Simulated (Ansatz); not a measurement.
```yaml
crystal:
  lattice:
    - [3.24382, 0.00000, 0.00000]
    - [1.62191, 2.80923, 0.00000]
    - [0.00000, 0.00000, 11.97222]
  atoms:
    - { symbol: Mo, position: [0.66667, 0.66667, 0.75000] }
    - { symbol: Mo, position: [0.33333, 0.33333, 0.25000] }
    - { symbol: S, position: [0.66667, 0.66667, 0.37823] }
    - { symbol: S, position: [0.33333, 0.33333, 0.87823] }
    - { symbol: S, position: [0.33333, 0.33333, 0.62177] }
    - { symbol: S, position: [0.66667, 0.66667, 0.12177] }
```

No spin polarisation.

Level of theory: PBE-D3(BJ) (Ansatz, a first-principles code; PAW; 420 eV plane waves; no spin-orbit coupling). k-mesh 12×12×3 (Γ-centred); smearing 0.05 eV (Fermi–Dirac).

Task: Predict the band gap, hole mass and smallest direct gap.

Result: Band gap: 0.49 eV
Hole mass: 1.4 mₑ out of plane, 0.46 mₑ in plane (at Γ)
Smallest direct gap: 1.40 eV

The cells carry an imposed strain or load. Effective masses come from finite differences of ±0.01 Å⁻¹. No phonon test of stability was made. The cell was made from MoS$_{2}$ (space group P6_3/mmc, No. 194; layered, stacked along the Cartesian z axis) by this change: biaxial strain +3.00 %, plane normal [001], relaxed out of plane.
